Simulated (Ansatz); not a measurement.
Start from GaP in the zinc blende structure (space group F-43m, No. 216; a = 5.391 Å). Axes: x, y, z lie along the cube axes.

Level of theory: LDA (Ansatz, a first-principles code, PAW, no spin-orbit coupling).

Before the change:

The smallest direct gap is 1.88 eV and the pressure comes out as -0.01 GPa. The band gap comes out as 1.38 eV.

Perturbation: uniaxial strain ε_zz = −3.00 %, all other strain components held at zero, atoms relaxed at fixed cell.

Task: What happens to the smallest direct gap, pressure, hole mass and band gap?

Result: The smallest direct gap grows by 0.14 eV, from 1.88 eV to 2.02 eV; the pressure (mean of the normal stresses, compression positive) goes up by 2.91 GPa, from -0.01 GPa to 2.90 GPa; the hole mass comes out as 0.12 mₑ along z, 0.33 mₑ across (at Γ); the band gap decreases by 0.35 eV, from 1.38 eV to 1.03 eV.

Effective masses come from finite differences of ±0.01 Å⁻¹. Stability against distortions was not tested.
